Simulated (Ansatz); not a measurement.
**Effect of pressure 3 GPa on Y**

Consider Y in the hcp (Mg type) structure (space group P6_3/mmc, No. 194; a = 3.656 Å, c = 5.678 Å).

The change: a hydrostatic pressure of 3 GPa.

Level of theory: PBE (Ansatz, a program for electronic structure, PAW, no SOC). k-mesh 15×15×8 (Γ-centred); smearing 0.05 eV (Fermi–Dirac).

The volume per atom drops by 2.122 Å³, from 32.87 Å³ to 30.74 Å³ and the lattice parameter a drops by 0.081 Å to 3.575 Å. The c/a ratio stays essentially unchanged (1.553 against 1.554) and the shortest interatomic distance decreases by 0.077 Å (3.538 Å → 3.461 Å). The enthalpy H = E + PV relative to the base's energy is +0.59 eV/atom and the band gap remains zero.

Final structure:

```
Y
1.0
    3.57458     0.00000     0.00000
   -1.78729     3.09568     0.00000
    0.00000     0.00000     5.55656
Y
2
Direct
  0.33333   0.66667   0.75000
  0.66667   0.33333   0.25000
```

Load acts through the strain it causes; cell and atoms are relaxed under it. Stability against distortions was not tested. All final runs are without spin polarisation.
